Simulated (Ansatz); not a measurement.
Time series of an NVE run of composition Si15P, cell Si60P4, first heated far above this temperature, then brought to it, at a temperature that wasn't checked against the liquidus, so perhaps supercooled [in the run: it was liquid; density 2.51 g/cm³]. The numbers are results of PBE (plane waves, PAW; Ansatz, an electronic-structure program), not measurements. Free energies are counted from the first row's. On the run's last frame a denser k-mesh moved the forces by 0.104 eV/Å rms, the static pressure by 0.11 GPa and the free energy by 12 meV/atom, which is about how far such values are converged.

| t (fs) | F − F0 (eV) | E_kin (eV) | P (GPa) |
|---|---|---|---|
| 0.0 | 0.000 | 9.792 | 1.90 |
| 160.0 | -3.687 | 13.467 | -0.57 |
| 320.0 | -5.087 | 14.871 | -0.35 |
| 480.0 | -5.040 | 14.826 | 1.31 |
| 640.0 | -4.776 | 14.562 | 0.42 |
| 800.0 | -4.570 | 14.350 | 1.03 |
| 960.0 | -4.444 | 14.226 | 0.32 |
| 1120.0 | -4.951 | 14.731 | -0.83 |
| 1280.0 | -4.711 | 14.503 | -2.32 |
| 1440.0 | -2.824 | 12.606 | 0.32 |
| 1600.0 | -5.481 | 15.257 | 1.64 |
| 1760.0 | -4.164 | 13.948 | 0.35 |
| 1920.0 | -4.489 | 14.270 | 1.58 |
| 2080.0 | -2.965 | 12.754 | -1.91 |
| 2240.0 | -3.746 | 13.526 | 0.26 |
| 2400.0 | -3.384 | 13.172 | 0.37 |
| 2560.0 | -6.312 | 16.086 | 1.75 |
| 2720.0 | -4.603 | 14.386 | 1.23 |
| 2880.0 | -4.298 | 14.074 | 0.14 |
| 3040.0 | -3.792 | 13.574 | 1.29 |
| 3200.0 | -5.316 | 15.096 | 0.15 |
| 3360.0 | -5.500 | 15.281 | 0.23 |
| 3520.0 | -3.506 | 13.291 | 0.98 |
| 3680.0 | -1.960 | 11.748 | 2.20 |
| 3840.0 | -5.309 | 15.094 | -0.41 |
| 4000.0 | -5.120 | 14.897 | 0.24 |
| 4160.0 | -4.724 | 14.510 | 0.21 |
| 4320.0 | -3.501 | 13.292 | 0.08 |
| 4480.0 | -4.569 | 14.346 | -0.46 |
| 4640.0 | -3.491 | 13.275 | 0.80 |
| 4800.0 | -4.302 | 14.083 | -0.25 |
| 4960.0 | -3.894 | 13.681 | -0.19 |
| 5120.0 | -4.665 | 14.445 | 0.35 |
| 5280.0 | -3.445 | 13.230 | 0.32 |
| 5440.0 | -4.468 | 14.253 | 0.61 |
| 5600.0 | -4.731 | 14.516 | 1.34 |
| 5760.0 | -4.012 | 13.799 | -0.79 |
| 5920.0 | -3.215 | 12.999 | -0.62 |
| 6080.0 | -4.000 | 13.784 | 0.05 |
| 6240.0 | -4.244 | 14.029 | -0.47 |
| 6400.0 | -3.838 | 13.622 | 1.43 |
| 6560.0 | -4.708 | 14.491 | 1.02 |
| 6720.0 | -5.178 | 14.955 | 0.59 |
| 6880.0 | -3.892 | 13.677 | 1.39 |
| 7040.0 | -3.228 | 13.014 | 1.36 |
| 7200.0 | -4.784 | 14.567 | 1.14 |
| 7360.0 | -4.483 | 14.261 | -0.23 |
| 7520.0 | -3.998 | 13.783 | 0.75 |
| 7680.0 | -4.586 | 14.371 | 0.18 |
| 7840.0 | -2.862 | 12.649 | 0.79 |
| 8000.0 | -5.148 | 14.926 | 1.01 |
| 8160.0 | -3.497 | 13.282 | 0.59 |
| 8320.0 | -5.190 | 14.977 | 0.05 |

Task: Estimate the mean temperature and pressure of the run and judge its energy conservation.

Result: With 3N − 3 = 189 degrees of freedom, T = 2⟨E_kin⟩/((3N − 3)k_B) = 1708 ± 6 K over all steps; mean pressure 0.47 ± 0.09 GPa; F + E_kin drifts by 0.00 meV/atom per ps, negligible against the kinetic energy of 220 meV/atom.
